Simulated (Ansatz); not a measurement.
Seebeck coefficient (μV/K, mean over directions) of n-type Na$_{3}$OBr (Pm-3m) against carrier density, PBEsol, rigid bands run with Ansatz (a program for electronic structure). Computed gap 1.94 eV; densities at which minority carriers matter at this gap, or further valleys turn the trend, are left out. Conductivity mass 0.31 mₑ (harmonic mean over directions), N_c = 4.3e18 cm⁻³ at 300 K.

```json
[
 {"electron density": "1e16 cm⁻³", "300 K": "[?]", "500 K": "-801"},
 {"electron density": "1e17 cm⁻³", "300 K": "-535", "500 K": "-603"},
 {"electron density": "1e18 cm⁻³", "300 K": "-338", "500 K": "[?]"},
 {"electron density": "3e18 cm⁻³", "300 K": "-248", "500 K": "[?]"},
 {"electron density": "1e19 cm⁻³", "300 K": "-156", "500 K": "-215"},
 {"electron density": "3e19 cm⁻³", "300 K": "-89", "500 K": "-136"},
 {"electron density": "1e20 cm⁻³", "300 K": "-44", "500 K": "-71"},
 {"electron density": "3e20 cm⁻³", "300 K": "-23", "500 K": "-38"},
 {"electron density": "1e21 cm⁻³", "300 K": "-12", "500 K": "-19"}
]
```

Task: What belongs in the gaps?

Result: 
- 1e16 cm⁻³, 300 K: -733
- 1e18 cm⁻³, 500 K: -405
- 3e18 cm⁻³, 500 K: -312

Rigid bands with a gap fixed in temperature, one relaxation time for all states, no polarons or phonon drag, and whether or not such doping can be reached. Spin-orbit coupling is left out.

Computed structure with no diffraction record at hand here (it may be known, metastable or hypothetical): Na3OBr (Pm-3m).
